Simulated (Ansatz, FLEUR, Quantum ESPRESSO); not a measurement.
## One structure in several programs: Ti2C (R-3m, 3 atoms in the cell)

Self-consistent single point.

```
Ti2C
1.0
    1.52098     0.87814     4.75215
   -1.52098     0.87814     4.75215
    0.00000    -1.75628     4.75215
Ti C
2 1
Direct
  0.24550   0.24550   0.24550
  0.75450   0.75450   0.75450
  0.50000   0.50000   0.50000
```

Shared settings, as Ansatz (an electronic-structure program) writes them: kpoints.mp_grid.grid = 5 5 5; scf.occupations.method = fermi_dirac; scf.occupations.width = 0.136 eV. Potentials and cutoffs stand in the table.

```tsv
code	model	pressure (GPa)	largest force (eV/Å)	cutoff
FLEUR	PBEsol, all-electron FLAPW (FLEUR), scalar-relativistic valence	–	0.251	Kmax 4.5 1/bohr
Quantum ESPRESSO	PBEsol, SSSP 1.1.2 efficiency (PBE) pseudopotentials	3.30	0.259	50 Ry
Ansatz	PBEsol, PAW files made with PBE	3.01	0.242	420 eV
```

A dash marks a value that a program does not give, or that is left out as unsure.

On Ansatz's run: spin polarisation is off.

The spread over the programs that give each value: pressure within 0.29 GPa; largest force within 0.017 eV/Å.

FLEUR treats all electrons, but the usual bases taken here (sphere radii, linearisation, local orbitals, empty states) were not tested for convergence, so the values are no reference for the others. Ansatz's pressure is given at a fixed set of plane waves, as the other plane-wave codes print theirs; with its correction for the finite basis it is 3.13 GPa.

On the base mesh (13 13 13) the same programs gave: Ansatz pressure 2.91 GPa; Quantum ESPRESSO pressure 3.20 GPa.

The starting cell comes from a database of computed structures (which also holds hypothetical and non-ambient phases and stackings), without a prior relaxation at this level. Its lattice was rescaled by a random factor within 2.5 % of one.

Keys are those of Ansatz 0.2.
